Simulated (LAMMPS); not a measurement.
System: a melt made from CdTe (zinc blende), 216 atoms, at 1890 K and 0 GPa, brought to that temperature within a few picoseconds.

Model: classical MD, pair style bop, file CdZnTe_v2.bop.table; code LAMMPS.

**Question.** What does the simulation give for the first peak of g(r), Cd-Cd, the mean frequency of the velocity spectrum, the state found?

**Answer.** first peak of g(r), Cd-Cd: 2.82 Å, height 1.4; mean frequency of the velocity spectrum: 2.2 THz; state found: liquid.
